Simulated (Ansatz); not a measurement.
## TiB2: transverse stress against strain

TiB2 (AlB2 type, P6/mmm, 8.175 Å³/atom at rest, c along z) under a strain ε along a direction in the basal plane (axis x), the other axes held. LDA in Ansatz, a plane-wave DFT program (PAW, default set), 420 eV, 13×13×10 Γ-centred mesh, Fermi-Dirac smearing 0.05 eV; ions are relaxed within the symmetry of each cell. Stress is positive for a compressed cell.

Here s stands for strain and y for stress zz.

```
strain (%)  stress zz (GPa)
----------  ---------------
-3.00                     ?
-1.50                  1.95
-1.00                  1.28
-0.50                  0.63
0.00                   0.01
0.50                  -0.60
1.00                  -1.18
1.50                  -1.74
```

Problem. Fit y against s with a straight line, and predict the withheld value at s = -3.00.

Solution. Means: s 0, y 0.050. About the means, the sum of products is -8.6100 and the sum of squares of s is 7.0000; the slope is their ratio. Least squares gives y = 0.050 - 1.2300·s. Residuals (row less fit): 0.055, 0.000, -0.035, -0.040, -0.035, 0.000, 0.055; standard error 0.045 (degrees of freedom: 5). The slope gives the elastic constant C13 = 123 ± 1.7 GPa. At the withheld row, y = 0.050 - 1.2300 × (-3.0) = 3.740 GPa. The calculation gives 4.10 GPa, 0.360 GPa above the prediction (6.2 % of the range of y in the table). The row lies outside the fitted rows, so this is an extrapolation. From the scatter of the fitted rows alone, a prediction at this place has a standard error of 0.070 GPa, so the miss is 5.1 times that.

One order more, fitted to all 13 runs of the series, follows each within 0.01, so the miss is the next term of a smooth law. In a metal these values are sensitive to mesh and smearing; energies are taken to zero smearing, stresses follow the free energy. Rows are the converged runs of the series near zero and its far end; series whose fitted rows scatter by over a few per cent of the range, as at a crossing or softening among them, aren't shown in this form. Most that stay on the fit to the last digits aren't either.
